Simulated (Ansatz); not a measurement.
The starting structures come from a database of crystals and need not be the phases stable at ambient conditions.

 Where the default PAW files enter, the runs use the earlier of Ansatz's two default sets.

Given:

```yaml
crystal:
  lattice:
    - [3.80773, 0.00000, 0.00000]
    - [-1.90386, 3.29759, 0.00000]
    - [0.00000, 0.00000, 43.59854]
  atoms:
    - { symbol: Zn, position: [0.00000, 0.00000, 0.14310] }
    - { symbol: Zn, position: [0.33333, 0.66667, 0.64290] }
    - { symbol: Zn, position: [0.33333, 0.66667, 0.21430] }
    - { symbol: Zn, position: [0.66667, 0.33333, 0.07150] }
    - { symbol: Zn, position: [0.00000, 0.00000, 0.85710] }
    - { symbol: Zn, position: [0.00000, 0.00000, 0.57160] }
    - { symbol: Zn, position: [0.33333, 0.66667, 0.78570] }
    - { symbol: Zn, position: [0.33333, 0.66667, 0.35720] }
    - { symbol: Zn, position: [0.33333, 0.66667, 0.00000] }
    - { symbol: Zn, position: [0.00000, 0.00000, 0.42850] }
    - { symbol: Zn, position: [0.66667, 0.33333, 0.92850] }
    - { symbol: Zn, position: [0.66667, 0.33333, 0.28570] }
    - { symbol: Zn, position: [0.66667, 0.33333, 0.49990] }
    - { symbol: Zn, position: [0.66667, 0.33333, 0.71430] }
    - { symbol: S, position: [0.00000, 0.00000, 0.19650] }
    - { symbol: S, position: [0.66667, 0.33333, 0.33930] }
    - { symbol: S, position: [0.00000, 0.00000, 0.91060] }
    - { symbol: S, position: [0.33333, 0.66667, 0.83930] }
    - { symbol: S, position: [0.33333, 0.66667, 0.41060] }
    - { symbol: S, position: [0.66667, 0.33333, 0.55360] }
    - { symbol: S, position: [0.33333, 0.66667, 0.26780] }
    - { symbol: S, position: [0.66667, 0.33333, 0.76790] }
    - { symbol: S, position: [0.66667, 0.33333, 0.98200] }
    - { symbol: S, position: [0.33333, 0.66667, 0.69630] }
    - { symbol: S, position: [0.33333, 0.66667, 0.05360] }
    - { symbol: S, position: [0.00000, 0.00000, 0.48190] }
    - { symbol: S, position: [0.00000, 0.00000, 0.62510] }
    - { symbol: S, position: [0.66667, 0.33333, 0.12510] }
```

Space group of this cell: P3m1. The cell is taken as given.

The current runs along the normal of the first two printed vectors, the (001) plane. All runs by Ansatz (a program for electronic structure), plane waves and PAW, without spin-orbit coupling; the base is r2SCAN.

```tsv
run	mean pressure (GPa)	gap (eV)	mid-gap κ (1/Å)
base	0.1	2.72	0.174
all lengths scaled by 0.98	5.5	[?]	[?]
all lengths scaled by 1.02	-4.0	2.45	0.162
lda in place of r2scan	-3.9	[?]	[?]
lengths across the current scaled by 0.98, ions clamped	3.6	2.87	0.178
lengths across the current scaled by 1.02, ions clamped	-2.7	2.53	0.169
lengths along the current scaled by 0.97, ions clamped	2.8	[?]	[?]
lengths along the current scaled by 1.03, ions clamped	-2.0	2.53	0.164
pbesol in place of r2scan	-1.3	2.02	0.140
```

Problem. Fill in the missing entries.

Solution. 
- all lengths scaled by 0.98, gap (eV): 3.01
- all lengths scaled by 0.98, mid-gap κ (1/Å): 0.185
- lda in place of r2scan, gap (eV): 1.91
- lda in place of r2scan, mid-gap κ (1/Å): 0.133
- lengths along the current scaled by 0.97, ions clamped, gap (eV): 2.82
- lengths along the current scaled by 0.97, ions clamped, mid-gap κ (1/Å): 0.184
